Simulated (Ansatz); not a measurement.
A computed series for TiO2: response to strain

The reference is TiO$_{2}$ in the anatase structure (space group I4_1/amd, No. 141; a = 3.799 Å, c = 9.701 Å).

Strains are applied to the cell and any free atomic positions relax.

All numbers come from PBE (Ansatz, a quantum-chemistry and plane-wave program, PAW, without spin-orbit coupling).

Notes on the quantities. pressure: mean of the normal stresses, compression positive.

| change | volume per atom | largest internal atomic displacement | pressure |
|---|---|---|---|
| base | 11.67 Å³ | – | 0.00 GPa |
| isotropic strain −3.00 % | 10.65 Å³ | 0.030 Å | 21.08 GPa |
| isotropic strain −2.40 % | 10.85 Å³ | 0.024 Å | 16.14 GPa |
| isotropic strain −1.80 % | 11.05 Å³ | 0.019 Å | 11.59 GPa |
| isotropic strain −1.20 % | 11.25 Å³ | 0.012 Å | 7.40 GPa |
| isotropic strain −0.60 % | 11.46 Å³ | – | 3.54 GPa |

No phonon test of stability was made. The final runs are not spin-polarised.
